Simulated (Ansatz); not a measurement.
Phonon-limited resistivity of RhGe (Pnma) against temperature in μΩ·cm, PBEsol, DFPT electron-phonon coupling, linearised Boltzmann equation run with Ansatz (an electronic-structure program), harmonic crystal at a fixed cell. x, y and z are the axes of this cell:
```
RhGe
1.0
    5.64720     0.00000     0.00000
    0.00000     3.28319     0.00000
    0.00000     0.00000     6.40961
Ge Rh
4 4
Direct
  0.80820   0.75000   0.43515
  0.19180   0.25000   0.56485
  0.69180   0.25000   0.93515
  0.30820   0.75000   0.06485
  0.99445   0.75000   0.79794
  0.00555   0.25000   0.20206
  0.50555   0.25000   0.29794
  0.49445   0.75000   0.70206
```

```tsv
T	ρ (x)	ρ (y)	ρ (z)
50 K	11.4	2.4	8.0
77 K	24	4.9	16.0
100 K	36	…	23
150 K	61	…	39
200 K	86	16.3	54
```

Problem. Fill in the missing entries.

Solution. 
- 100 K, ρ (y): 7.0
- 150 K, ρ (y): 11.7

A metal at this level (no band gap). Only scattering by harmonic phonons is included (no impurities, grain boundaries, electron-electron scattering or thermal expansion). Spin-orbit coupling is left out. Values near or above 100 μΩ·cm, or paths under about 2 nm, lie near resistivity saturation, where the Boltzmann equation overshoots. The squared frequency of the phonon mode least converged on the k mesh is uncertain by about 11 %. The run warned that the eigensolver left some states short of its tolerance. Halving the electron mesh (16x24x16) moves the resistivity by up to 7 %. Smearing 0.20 eV; phonons on a 3x4x2 q mesh, which this run doesn't test and which matters most at low temperature.

Formula and space group known from diffraction (Crystallography Open Database), not checked to be the room-temperature form: RhGe (Pnma).
